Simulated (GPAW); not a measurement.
Band structure of RuSi (P2_13, 8 atoms in the cell).

```yaml
crystal:
  lattice:
    - [4.59613, 0.00000, 0.00000]
    - [0.00000, 4.59613, 0.00000]
    - [0.00000, 0.00000, 4.59613]
  atoms:
    - { symbol: Si, position: [0.16200, 0.33800, 0.66200] }
    - { symbol: Si, position: [0.66200, 0.16200, 0.33800] }
    - { symbol: Si, position: [0.83800, 0.83800, 0.83800] }
    - { symbol: Si, position: [0.33800, 0.66200, 0.16200] }
    - { symbol: Ru, position: [0.87200, 0.62800, 0.37200] }
    - { symbol: Ru, position: [0.37200, 0.87200, 0.62800] }
    - { symbol: Ru, position: [0.12800, 0.12800, 0.12800] }
    - { symbol: Ru, position: [0.62800, 0.37200, 0.87200] }
```

Method: PBE, GPAW PAW datasets PBE (gpaw-data 1.0.1) (plane waves; GPAW 25.7.0).

Settings: mode = pw; ecut = 550 eV; xc = PBE; kpts = 7 7 7; mesh shift (steps) = 0 0 0; occupations.name = fermi-dirac; occupations.width = 0.05 eV; nbands = -8; convergence.bands = -6; symmetry.symmorphic = false; symmetry.tolerance = 0.0005; maxiter = 120; bandpath_npoints = 40.

The starting cell has typed, rounded lattice constants, without a prior relaxation at this level. Its lattice was rescaled by a random factor within 2.5 % of one. Spin polarisation is off.

### Question
Predict the gap along the standard path and the places of the band edges.

### Answer
The gap along the path is 0.24 eV, from a point between Γ and X to a point between M and Γ; the smallest direct gap on it is 0.39 eV.

Levels in eV from the top of the valence band on the SCF mesh, bands 37 to 44:
```
point     37     38     39     40    41    42    43    44
-----  -----  -----  -----  -----  ----  ----  ----  ----
Γ      -0.50  -0.50  -0.33  -0.33  1.18  1.18  1.18  3.51
X      -0.99  -0.99  -0.15  -0.15  0.35  0.35  2.49  2.49
M      -1.83  -1.83  -0.94  -0.94  1.17  1.17  1.67  1.67
R      -1.18  -1.18  -1.18  -1.18  0.79  0.79  0.79  0.79
```
